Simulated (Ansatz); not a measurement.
Functionals compared on the (10-13) surface of hcp Zn in its 1x1 cell, outermost plane spacing 0.23 Å in the ideal cut, in Ansatz (plane waves, PAW). The structure was relaxed with PBE; the other rows are single points on it, each with its references at the same level. Cutoff 420 eV (500 eV for r2SCAN).

Set-up: 16 atoms, 9.7 Å thick at the start (thin: gaps and levels are the slab's own); mesh 14x5x1; 0.1 eV smearing; dipole correction on; all atoms relaxed; held to the part of the start's symmetry that mesh and held atoms allow; no spin, no spin-orbit, no U. These notes are the PBE run's.

```csv
functional,surface energy (J/m²),work function of the top face (eV),rough cost of the single point
PBE,0.62,4.13,–
LDA,0.87,4.44,about 3 core-minutes (a rough figure)
PBEsol,0.81,4.23,about 3 core-minutes (a rough figure)
RPBE,0.50,3.99,very roughly 4 core-minutes
r2SCAN,0.75,4.23,about 6 core-minutes (a rough figure)
```

Ansatz is a program for electronic structure.
